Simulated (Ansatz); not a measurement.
Functionals compared on the (001) surface of tetragonal MoSi2 in its 1x1 cell (cut with top plane Mo, bottom plane Mo), outermost plane spacing 1.30 Å in the ideal cut (one of several cuts of this face), with 1 Mo a cell over the bulk's ratio, in Ansatz (plane waves, PAW). The structure was relaxed with PBE; the other rows are single points on it. Cutoff 420 eV (500 eV for r2SCAN).

Model: 10-atom slab, Mo4Si6, 11.8 Å thick at the start, 12x12x1 mesh, Fermi-Dirac 0.1 eV, dipole correction, all atoms relaxed; start symmetry kept, larger cells not searched; no spin, no spin-orbit, no U. These notes are the PBE run's.

| functional | work function of the top face (eV) | rough cost of the single point |
|---|---|---|
| PBE | 3.90 | – |
| LDA | 4.21 | very roughly 23 core-seconds |
| PBEsol | … | about 23 core-seconds (a rough figure) |
| RPBE | 3.71 | about 22 core-seconds (a rough figure) |
| r2SCAN | 3.86 | very roughly 40 core-seconds |

What belongs in the gaps?


- PBEsol, work function of the top face (eV): 3.99

Ansatz is an electronic-structure program.
